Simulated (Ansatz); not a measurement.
System: CsSnI₃ (P4/mbm, No. 127, 10 atoms in the cell; start COD 4117958; high-temperature phase). Method: PBE0 (plane waves, PAW; Ansatz, a quantum-chemistry and plane-wave program).

Numerical settings: plane-wave cutoff 460 eV, 4×4×4 k mesh, Fermi–Dirac smearing 0.01 eV, scalar-relativistic PAW data made under PBE.

Cell (measured lattice):

```
CsSnI3
1.0
    8.71820     0.00000     0.00000
    0.00000     8.71820     0.00000
    0.00000     0.00000     6.19080
Cs I Sn
2 6 2
Direct
  0.00000   0.50000   0.00000
  0.50000   0.00000   0.00000
  0.27630   0.22370   0.50000
  0.72370   0.77630   0.50000
  0.22370   0.72370   0.50000
  0.77630   0.27630   0.50000
  0.50000   0.50000   0.00000
  0.00000   0.00000   0.00000
  0.50000   0.50000   0.50000
  0.00000   0.00000   0.50000
```

Q: Estimate the band gap and direct gap at Γ that the calculation returns.

A: 
- band gap: 1.18 eV (on the SCF k mesh)
- direct gap at Γ: 2.63 eV

Note: held by symmetry at 0 K, a high-temperature phase can be a saddle point; cell and atoms aren't relaxed at this level (largest force component 0.03 eV/Å, pressure 0.6 GPa).

Spin–orbit coupling is not included; with these elements it can move the gap by several tenths of an eV or more.

Static lattice: no zero-point or thermal effects.
